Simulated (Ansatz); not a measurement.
The starting structures come from a database of crystals and need not be the phases stable at ambient conditions.

By PBEsol, the system below comes out a metal.

Without scattering a metal conducts by its projected Fermi surface.

Input:

```xyz
7
Lattice="5.7838 0.0000 0.0000 -2.8919 5.0089 0.0000 2.8919 1.6696 2.3612" Properties=species:S:1:pos:R:3 pbc="T T T"
Y      0.0000     0.0000     0.0000
B      4.9130     3.8421     1.8917
B      0.8708     2.8365     0.4696
B      5.7838     2.3337     1.8917
B      0.0000     4.3448     0.4696
B      0.8708     3.8421     1.8917
B     -0.8708     2.8365     0.4696
```

Space group of this cell: Pm-3m. The cell is taken as given; by PBEsol its mean pressure is -1.8 GPa.

The current flows along the normal of the first two printed cell vectors, the (111) plane of the conventional cell. No spin-orbit coupling; the value is a mean over 0.1 eV about the Fermi level.

### Question
Compute, with PBEsol in Ansatz (a first-principles code), the ballistic conductance per area.

### Answer
0.46 × 10¹⁵ S/m² for both spins.
